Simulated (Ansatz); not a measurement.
The reference is C in the diamond structure (space group Fd-3m, No. 227; a = 3.560 Å). Axes: x, y, z lie along the cube axes.

All numbers come from plane-wave PAW DFT at the r2SCAN level (Ansatz, an electronic-structure program, 500 eV), scalar-relativistic without spin-orbit coupling.

Modification: the cell is stretched by 0.79 % along x with no lateral relaxation; the atoms relax in the strained cell.

### Question
Predict the stress tensor and what it implies for the stiffness.

### Answer
Stress of the strained cell less that of the base (GPa, compression positive):
```
  -8.69    0.00    0.00
   0.00   -0.89    0.00
   0.00    0.00   -0.89
```

Then −Δσ_ii/ε with ε = 0.0079 gives relaxed-ion elastic constants: C11 ≈ 1100 GPa, C12 ≈ 113 GPa and C13 ≈ 113 GPa.

Whether these cells are dynamically stable was not tested.
